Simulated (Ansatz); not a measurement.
## zincblende BP (F-43m) under hydrostatic pressure

Cell and atoms are relaxed with PBEsol to each stress (compression positive); bands and masses by r2SCAN with spin-orbit coupling, rigid bands (plane waves, PAW; Ansatz, a first-principles code).

```xyz
2
Lattice="0.0000 2.2601 2.2601 2.2601 0.0000 2.2601 2.2601 2.2601 0.0000" Properties=species:S:1:pos:R:3 pbc="T T T"
B      0.0000     0.0000     0.0000
P      1.1300     1.1300     1.1300
```

```json
[
 {"stress (GPa)": "-12.00", "ln(V/V₀) (%)": "8.29", "gap (eV)": "1.494", "mean mₑ*": "0.32"},
 {"stress (GPa)": "-8.00", "ln(V/V₀) (%)": "5.21", "gap (eV)": "1.455", "mean mₑ*": "0.32"},
 {"stress (GPa)": "-4.00", "ln(V/V₀) (%)": "2.47", "gap (eV)": "1.419", "mean mₑ*": "0.32"},
 {"stress (GPa)": "0", "ln(V/V₀) (%)": "0", "gap (eV)": "1.383", "mean mₑ*": "0.32"},
 {"stress (GPa)": "4.00", "ln(V/V₀) (%)": "-2.26", "gap (eV)": "1.350", "mean mₑ*": "0.33"},
 {"stress (GPa)": "8.00", "ln(V/V₀) (%)": "-4.35", "gap (eV)": "1.319", "mean mₑ*": "0.33"},
 {"stress (GPa)": "16.00", "ln(V/V₀) (%)": "-8.11", "gap (eV)": "1.259", "mean mₑ*": "0.33"}
]
```

 Masses are conductivity masses at 300 K in electron masses, harmonic means over x, y and z.

Q: Estimate the bulk modulus from the two loads next to zero.

A: B ≈ −Δp/Δln V = 8.00 GPa/4.73 % = 169 GPa (PBEsol), a mean over this interval.

Q: How fast does the gap move on either side of zero load?

A: Under tension, (1.455 − 1.383) eV over -8.00 GPa = -9 meV/GPa, or about 1.4 eV per unit ln V; under compression, (1.319 − 1.383) eV over 8.00 GPa = -8 meV/GPa, or about 1.5 eV per unit ln V. The two slopes part by 1 meV/GPa; gaps are resolved to about 0.01 eV, which allows 2 meV/GPa, so these rows don't tell them apart.

Masses are those of dilute carriers in rigid bands with one relaxation time, without polarons. Third decimals of gaps are kept for the arithmetic. Every relaxation keeps the zincblende phase (space group F-43m under this load), so a transition, a distortion that breaks the symmetry or fracture can't show.
